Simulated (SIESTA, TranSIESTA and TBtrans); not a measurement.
Run with TranSIESTA and TBtrans (open boundaries, self-consistent; PseudoDojo norm-conserving potentials, scalar-relativistic): Spin polarized, PAO.BasisSize DZP, PAO.EnergyShift 0.15 eV, XC.Authors PBE, Mesh.Cutoff 200 Ry, ElectronicTemperature 300 K, TS.Voltage 0.0 eV, TBT.Elecs.Eta 0.001 eV.

Device: Ru chain bridged by a linear C4 unit along the axis. Leads: straight Ru chain, spacing 2.25 Å. Geometry: 6 atoms about the centre moved by SIESTA (PBE, DZP) to a largest force of 0.02 eV/Å, all others as built, motion along the axis alone.

Question: Give the largest eigenchannel transmissions at the Fermi level (four at most) and the total.

Answer: Up: 0.85, 0.85, 0.0021 (total 1.70); down: 0.73, 0.73, 0.0019 (total 1.47). The magnetic order of the leads was set by the start, and no other order was tried; the separate lead runs end at 1.33 (left) and 1.33 (right) μB an atom. The straight chain is held at its spacing; free chains may zigzag or dimerise.
